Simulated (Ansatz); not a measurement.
CdTe (F-43m): ε∞ = 9.280, static ε₀ = 11.89, effective LO energy 20.8 meV, hole mass 0.540 mₑ (band masses from r2SCAN with spin-orbit coupling, rigid bands in Ansatz, a first-principles code, cell and atoms relaxed with PBEsol; dielectric constants and zone-centre modes from Ansatz with LDA on its own relaxed cell).

Task: Work out the Fröhlich coupling α = (1/ε∞ − 1/ε₀) √(m Ry/ħω_LO) and what it means for transport at 300 K.

Result: 1/ε∞ − 1/ε₀ = 0.0236 and √(m × 13.606 eV/ħω) = 18.8, so α = 0.444; in weak coupling the polaron mass is about m(1 + α/6). By the iterated Boltzmann equation for weak coupling, the polar-phonon-limited mobility is 174 cm²/(V·s) at 300 K (270 at 200 K, 140 at 400 K).

Model: isotropic Fröhlich coupling of one parabolic band to one effective longitudinal optical (LO) phonon, from the dielectric constants and phonon modes at the zone centre, chosen so that α equals the sum over the polar modes. Acoustic, nonpolar, intervalley and impurity scattering are left out, and they lower the mobility further; with several valleys or bands the averaged mass is a rough stand-in. Semilocal functionals tend to overestimate ε∞, which makes α low and the mobility high.
